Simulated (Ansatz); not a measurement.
**Bi2SiO5 (Pnma, No. 62, 32 atoms in the cell; start mp-769310): smallest direct gap on the k points sampled by level of theory**

No measured value is used here.

```csv
level (code),value (eV)
LDA (Ansatz),3.01
PBEsol (Ansatz),3.05
r²SCAN (Ansatz),…
HSE06 (Ansatz),4.29
```

Question: Complete the blanks.

Answer: 
- r²SCAN (Ansatz, a quantum-chemistry and plane-wave program), value (eV): 3.52

At these levels the smallest gap is indirect and lower: LDA 2.47, PBEsol 2.54, r²SCAN 2.97, HSE06 3.78 eV. Computed values are for a static lattice. Levels without +SOC have no spin–orbit coupling; where heavier elements are present it shifts gaps, mostly down, and can invert bands.  Values are at the PBEsol cell. Cutoffs and k meshes differ between the levels. Ansatz's density-functional and Hartree–Fock values are scalar-relativistic unless marked +SOC, with PAW data made under PBE.

A start named mp-… is a Materials Project structure, which need not be a measured phase.
